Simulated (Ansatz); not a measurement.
Structures of equal composition on the (0001) surface of hcp Co, ferromagnetic: p(2x2), one Co adatom; one added row of Co in 4. The slabs share one bottom face, and each structure is named by its start. These are constructed structures in small cells; real faces may alloy, dewet or reconstruct in larger ones, and not all known structures of the face are among them. Slabs of about 10 Å, Fermi-Dirac smearing of 0.1 eV. Bottom of the slabs: a bare face, its two planes held. Relaxed from the named starts with such symmetry as they have, on meshes of like density; energies extrapolated to zero smearing; spin only where a row says so; no spin-orbit coupling, no U. Brackets mark spin-polarised runs, whose order is one that fits the cell. Where a second, spin-polarised start was run, the lower counts. The cells differ, so small differences also carry the error of unlike k-meshes.

These are PBE (plane waves to 420 eV, PAW; Ansatz, a quantum-chemistry and plane-wave program) values and carry that method's errors.

Problem. Rank these by energy per 1x1 cell (lowest first), as PBE gives it.

Solution. one added row of Co in 4 (0.00 eV [spin, 41.7 μB a cell]), p(2x2), one Co adatom (0.09 eV [spin, 41.7 μB a cell])
